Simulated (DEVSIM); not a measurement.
Structure: CdTe p-n junction from an implanted or diffused profile, at 300 K.

Layer 1 from the left is CdTe, thickness (μm) 170, Nd (cm⁻³) 2.1e15, τn (s) 5.5e-9, τp (s) 5.5e-9.

Added acceptor profile: 5.6e16 cm⁻³ × exp(−(x − 0.1 μm)²/(2·(0.059 μm)²)). Left contact: ohmic. Right contact: ohmic. Voltage is applied to the left contact. Recombination: SRH at mid-gap, radiative. Mobility is μmin + (μ − μmin)/(1 + (N/Nref)^α).

Constants are typed, rounded textbook-type inputs, not results; the design itself was drawn at random and stands for no fabricated device. Values at 300 K.

CdTe: gap (eV) 1.5, affinity (eV) 4.28, permittivity 10.2, Nc (cm⁻³) 8e17, Nv (cm⁻³) 1.8e19, μn (cm²/Vs) 1000, μp (cm²/Vs) 80, μn,min 100, μp,min 10, Nref,n 1e17, Nref,p 1e17, αn 0.6, αp 0.6, B (cm³/s) 1e-10.

Model (solved in DEVSIM): 1D drift-diffusion, Boltzmann statistics, complete ionisation; no tunnelling, impact ionisation, image-force lowering or self-heating.

Question: What does the simulation give for the dark forward voltage at 1 A/cm², the potential step across the device at zero bias?

Answer: dark forward voltage at 1 A/cm² 1.084 V; potential step across the device at zero bias 1.156 V.
